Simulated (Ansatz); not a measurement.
**rock-salt TaN (1 1 1) on corundum (0 0 1), 3 Mg on Ta sites at each interface (film strained to the substrate, started from cuts of the bulks and a machine-learned relaxation; slabs Al36O54 and N28Mg6Ta22, which can lie off the formulas)**

A periodic stack without vacuum, rock-salt TaN (1 1 1) on corundum (0 0 1), 3 Mg on Ta sites at each interface (film strained to the substrate, started from cuts of the bulks and a machine-learned relaxation; slabs Al36O54 and N28Mg6Ta22, which can lie off the formulas): substrate slab Al36O54, film N28Mg6Ta22, surface cells [[-1, 1], [-2, -1]] and [[-3, 2], [-2, -1]], film strained by +0.8 and +0.8 %, outermost planes Al/Al and N/Ta as cut, which need not be the usual terminations and can put a slab off its formula.

The start was prepared with a machine-learned potential, and the result is one local minimum, with the in-plane cell held and forces under 0.04 eV/Å; the film can end far from its bulk form.

Computed with PBE (plane waves to 420 eV, PAW; Ansatz, a quantum-chemistry and plane-wave program). No spin–orbit coupling; the runs are not spin-polarised; PBE gaps are too small against experiment. Its k-point mesh 4×4×1, Fermi–Dirac width 0.05 eV.

interface area: 60.1 Å²
period: 25.71 Å
heights between the nearest atoms of the two slabs at the two interfaces: 1.11 and 0.74 Å
Al–Mg contacts across the interfaces within 1.22 times the sum of covalent radii: 15, mean 2.95 Å
Mg–O contacts across the interfaces within 1.22 times the sum of covalent radii: 10, mean 2.17 Å
Al–Ta contacts across the interfaces within 1.22 times the sum of covalent radii: 6, mean 3.23 Å
Al–N contacts across the interfaces within 1.22 times the sum of covalent radii: 3, mean 1.96 Å

```xyz
146
Lattice="8.3290 0.0000 -0.0199 4.1644 7.2131 -0.0223 -2.8387 -2.0471 25.7222" Properties=species:S:1:pos:R:3 pbc="T T T"
Al     8.4602     4.6809     3.2939
Al     4.1791     2.3022     3.2806
Al     0.0542    -0.1883     3.1049
Al     7.0523     2.2403     2.7347
Al     2.7709    -0.0734     1.3154
Al     2.8609     4.6138     1.2932
Al     1.5060     2.2691     2.9093
Al     5.6039    -0.2011     2.8944
Al     5.6162     4.7063     2.8414
Al     7.0120     2.2676     5.2764
Al     2.8292    -0.1338     5.0675
Al     2.8628     4.6946     5.0758
O      5.5811     3.0304     2.0297
O      1.3727     0.6627     2.1034
O      9.7004     5.4040     1.9731
O      8.4345     3.1693     2.0732
O      4.2402     0.7403     2.0682
O      4.2831     5.5185     1.8982
O      8.3432     1.5565     4.0880
O      8.5155     6.3390     4.1825
O      4.3621     3.9453     4.2109
O      2.7197     1.5503     4.2523
O     11.0667     6.3312     4.1575
O      6.9488     3.8328     4.1014
O      9.7875     3.7429     4.2428
O      5.6765     1.4454     4.1530
O      5.6284     6.1261     4.1500
O      2.9260     3.0203     2.0830
O      6.9845     0.6062     2.0320
O      7.0800     5.4099     1.9154
Al     7.0302     2.3009     7.8797
Al     2.8484    -0.1175     7.7758
Al     2.8674     4.6791     7.7862
Al     1.5124     2.3145     5.6156
Al     5.6341    -0.1601     5.5793
Al     5.5839     4.6998     5.5567
Al     8.4093     4.6988     7.2727
Al     4.2509     2.2774     7.2900
Al     0.0789    -0.1252     7.3008
Al     1.4902     2.2939     9.4734
Al     5.6423    -0.1331     9.4198
Al     5.6297     4.7037     9.5171
O      8.3072     3.0059     6.4177
O      4.1375     0.6164     6.3741
O      4.1209     5.4365     6.3930
O      6.9992     0.7945     6.4197
O      7.0139     5.6001     6.3467
O      2.8853     3.2272     6.4217
O      7.1333     3.9839     8.6034
O      2.9709     1.5555     8.5672
O     11.3067     6.3563     8.5547
O      9.6830     3.9510     8.5660
O      5.5158     1.5458     8.5906
O      5.5227     6.3497     8.5816
O      8.4299     1.3478     8.5816
O      8.4093     6.1684     8.5470
O      4.2663     3.7625     8.6062
O      5.7513     3.0429     6.4225
O      1.5549     0.6131     6.3793
O      9.9066     5.4114     6.3822
Al     1.4700     2.2970    12.0832
Al     5.6235    -0.1064    11.9617
Al     5.6638     4.7309    12.1883
Al     8.4101     4.6862     9.9746
Al     4.2676     2.3076     9.9860
Al     0.0865    -0.1115     9.9990
Al     7.0483     2.3212    11.8440
Al     2.8528    -0.0936    11.7802
Al     2.8751     4.6635    11.8498
Al     8.4992     4.6737    13.5827
Al     4.3375     2.2837    13.5600
Al    -0.0401    -0.0804    13.5533
O      2.7666     3.0365    10.7743
O      6.9110     0.6397    10.7426
O      6.9236     5.4704    10.8176
O      1.5050     0.8111    10.7777
O      9.8072     5.6221    10.7363
O      5.6730     3.2226    10.8003
O      5.7567     1.4499    12.9225
O      1.5202    -0.7973    13.0379
O      9.8864     3.8910    12.8692
O      8.3871     1.5523    12.9161
O      4.2336    -0.8062    13.0500
O      4.2409     3.9415    12.9811
O      7.0336     3.8668    13.0151
O      2.8516     1.4410    12.9787
O      6.8890    -0.9781    12.9734
O      8.5060     3.0120    10.7486
O      4.3270     0.6140    10.7660
O      4.3506     5.4467    10.8304
N      9.1172     5.0140    15.3982
N      6.0912     6.0323    15.7506
N      6.6903     2.9310    16.6643
N      3.7201     4.0395    15.9626
N      4.4336     1.3228    15.2880
N      1.4068     2.1307    15.7848
N     -0.6379    -0.0040    15.4257
N      5.7349     1.2815    18.3438
N      3.0921     2.4015    18.2980
N      3.5700    -0.8685    18.3901
N      0.5024     0.1883    18.0675
N      5.2842     4.4638    18.3220
N      2.4617     5.3736    18.2918
N      8.6812     3.5346    18.1841
N      7.0350     4.6732    20.5086
N     -0.0141    -1.4721    20.7518
N      4.8387     2.6560    20.6303
N      1.8457     3.6712    20.6862
N      2.3903     0.7181    20.7635
N     -0.5308     1.9345    20.5512
N      5.2619    -0.2535    20.6890
N      4.2017     1.0281    23.0568
N      1.2335     2.0922    23.1748
N      1.7594    -0.9886    23.0751
N     -1.0956    -0.0539    23.4597
N      3.5013     4.0420    23.2497
N      9.0632     5.0897    23.4084
N      6.5811     3.0876    23.1156
Mg     5.6854    -0.2872    14.7101
Mg     2.5875     0.4220    14.7181
Mg     7.4537     4.9554    16.6466
Ta     4.5259     5.8054    16.5983
Ta     4.7226     2.4732    16.7249
Ta     1.8262     3.8893    16.5390
Ta     8.1392     1.5286    16.5776
Ta     6.7466     3.0119    18.9090
Ta     3.6260     4.1042    19.5274
Ta     4.0020     0.8311    19.3000
Ta     1.1961     1.8272    19.2676
Ta     1.7076    -0.9783    19.4079
Ta    -1.2507    -0.0030    19.4526
Ta     9.0972     5.1525    19.4528
Ta     3.5419    -0.7769    21.9725
Ta     0.5340     0.3263    21.8558
Ta     5.4017     4.3326    21.9443
Ta     2.2860     5.5545    21.9492
Ta     2.9892     2.4709    22.0849
Ta     8.4113     3.6074    21.9013
Ta     6.0505     1.3760    21.8386
Mg     5.5276     2.4615    26.2662
Mg     1.8712     3.6897    24.8414
Mg     2.2585    -0.2690    26.2643
Ta    -0.5344     1.8335    24.1637
Ta     0.1014    -1.5591    24.1976
Ta     5.2129    -0.1960    24.1788
Ta     7.0972     4.8708    24.1807
```
